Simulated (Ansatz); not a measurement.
The starting structures come from a database of crystals and need not be the phases stable at ambient conditions.

Here is the system:

```
TiO2
1.0
    4.81270     0.00000     0.00000
    0.86289     4.96659     0.00000
    0.00000     0.00000     4.87188
Ti O
4 8
Cartesian
  4.09283   3.54192   2.17866
  1.58275   1.42467   2.69322
  2.01420   3.90796   4.61460
  3.66139   1.05863   0.25728
  3.50353   4.80155   3.61674
  2.17206   0.16504   1.25514
  2.60350   2.64833   1.18080
  3.07209   2.31825   3.69108
  4.80881   1.74605   1.57376
  0.86677   3.22053   3.29812
  0.43533   0.73724   4.00970
  5.24026   4.22935   0.86218
```

Space group of this cell: P2_1/c. The cell is taken as given; by r2SCAN its mean pressure is -1.5 GPa.

These are r2SCAN (plane waves, PAW; Ansatz, an electronic-structure program) values and carry that method's errors.

The current runs along the normal of the first two printed vectors; no spin-orbit coupling. Scaled by the factor s: the length along the current (ions clamped). Meshes 6×6×6 and 6×6 across the current in all rows.

```tsv
s	mean pressure (GPa)	band gap (eV)
0.97	7.2	?
1.00	-1.5	2.66
1.03	-8.9	2.48
```

**Question.** Take the slope of the band gap against ln s from the two given rows, extrapolate to s = 0.97, and say what the run there gives.

**Answer.** Slope = (2.48 − 2.66) / ln 1.03 = -6.09 eV. The line gives 2.66 + (-6.09) × ln 0.97 = 2.85 eV. The run gives 2.77 eV, 0.08 eV under the line, 41 % of the predicted step.
